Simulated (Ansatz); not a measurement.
The starting structures come from a database of crystals and need not be the phases stable at ambient conditions.

## Evanescent states of SiOs (P2_13, not sure to be the ambient phase, 8 atoms a cell, 13.5 Å³ an atom) along the normal of (111)

Computed with r2SCAN (plane waves, PAW; Ansatz, a program for electronic structure).

The gap is the functional's own. No spin-orbit coupling. Mid-gap values are interpolated on the energy grid.

Energies count from the valence-band top; κ is the least over a 6×6 mesh across the current.

```tsv
E (eV)	κ (1/Å)	where
0.03	0.073	off Γ
0.07	0.122	off Γ
0.12	0.149	off Γ
0.17	(withheld)	off Γ
0.23	(withheld)	off Γ
0.28	(withheld)	off Γ
0.33	(withheld)	off Γ
0.38	(withheld)	off Γ
0.42	(withheld)	off Γ
0.47	(withheld)	off Γ
0.53	0.144	off Γ
0.57	0.117	off Γ
0.62	0.043	off Γ
```

### Question
Fill in the missing entries.

### Answer

- 0.17, κ (1/Å): 0.168
- 0.23, κ (1/Å): 0.183
- 0.28, κ (1/Å): 0.196
- 0.33, κ (1/Å): 0.197
- 0.38, κ (1/Å): 0.188
- 0.42, κ (1/Å): 0.177
- 0.47, κ (1/Å): 0.163
